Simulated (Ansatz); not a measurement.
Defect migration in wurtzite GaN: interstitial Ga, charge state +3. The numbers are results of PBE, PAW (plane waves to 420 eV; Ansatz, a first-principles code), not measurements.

Settings: 192 host sites, the relaxed PBE lattice, one k-point at (0.125, 0.250, 0.250), smearing 0.01 eV, spin-restricted, no image-charge correction. Energies are static. The charge state is imposed; whether it is stable for some Fermi level was not computed. Sites that were not tried may lie lower.

Barriers: single points on a 2×2×2 k-point mesh shifted by half a step along c at the bands' geometries.

The step: several atoms move together, Ga the farthest. Atoms about the jump, Cartesian Å from the middle of the jump, before and after:

| atom | x0 | y0 | z0 | x1 | y1 | z1 |
|---|---|---|---|---|---|---|
| Ga1 | -0.73 | -0.51 | -0.27 | 0.73 | 0.51 | 0.27 |
| N2 | 0.82 | -1.40 | 0.51 | 0.94 | -1.42 | 0.55 |
| N3 | -0.73 | 1.28 | 0.50 | -0.86 | 1.43 | 0.41 |
| N4 | 0.86 | 0.42 | -2.09 | 0.86 | 0.44 | -1.95 |
| Ga5 | 1.03 | 0.51 | 1.32 | 2.14 | -0.31 | 2.16 |
| Ga6 | -0.73 | 1.52 | -1.66 | -0.89 | 1.44 | -1.60 |
| Ga7 | 1.02 | -1.52 | -1.67 | 0.90 | -1.53 | -1.56 |
| N8 | 2.52 | 1.38 | 0.53 | 2.51 | 1.29 | 0.55 |
| Ga9 | 2.50 | 1.37 | -1.45 | 2.58 | 1.38 | -1.56 |
| Ga10 | -2.49 | 0.51 | 1.32 | -2.37 | 0.42 | 1.17 |
| Ga11 | -0.73 | -2.54 | 1.33 | -0.73 | -2.36 | 1.20 |
| N12 | -2.28 | -1.40 | 0.51 | -2.31 | -1.43 | 0.52 |
| Ga13 | -2.49 | -1.52 | -1.67 | -2.35 | -1.44 | -1.46 |
| N14 | -0.73 | -2.34 | -2.08 | -0.74 | -2.38 | -2.10 |
| N15 | -2.33 | 0.42 | -2.09 | -2.40 | 0.40 | -2.14 |
| Ga16 | -0.73 | 3.26 | 1.18 | -0.74 | 3.24 | 1.17 |

Q: Where do these atoms stand at the saddle point, and how high is it?

A: 
```json
[
 {"atom": "Ga1", "x": "0.29", "y": "0.07", "z": "-0.24"},
 {"atom": "N2", "x": "0.91", "y": "-1.38", "z": "0.75"},
 {"atom": "N3", "x": "-0.88", "y": "1.39", "z": "0.35"},
 {"atom": "N4", "x": "0.83", "y": "0.43", "z": "-2.06"},
 {"atom": "Ga5", "x": "1.54", "y": "0.23", "z": "1.77"},
 {"atom": "Ga6", "x": "-1.04", "y": "1.58", "z": "-1.67"},
 {"atom": "Ga7", "x": "0.91", "y": "-1.58", "z": "-2.13"},
 {"atom": "N8", "x": "2.51", "y": "1.32", "z": "0.56"},
 {"atom": "Ga9", "x": "2.54", "y": "1.38", "z": "-1.47"},
 {"atom": "Ga10", "x": "-2.40", "y": "0.42", "z": "1.19"},
 {"atom": "Ga11", "x": "-0.75", "y": "-2.39", "z": "1.27"},
 {"atom": "N12", "x": "-2.30", "y": "-1.42", "z": "0.52"},
 {"atom": "Ga13", "x": "-2.37", "y": "-1.43", "z": "-1.46"},
 {"atom": "N14", "x": "-0.78", "y": "-2.39", "z": "-2.15"},
 {"atom": "N15", "x": "-2.44", "y": "0.41", "z": "-2.17"},
 {"atom": "Ga16", "x": "-0.72", "y": "3.22", "z": "1.16"}
]
```
It lies 0.69 eV above the start and 0.56 eV above the end. The saddle point's order was not checked.
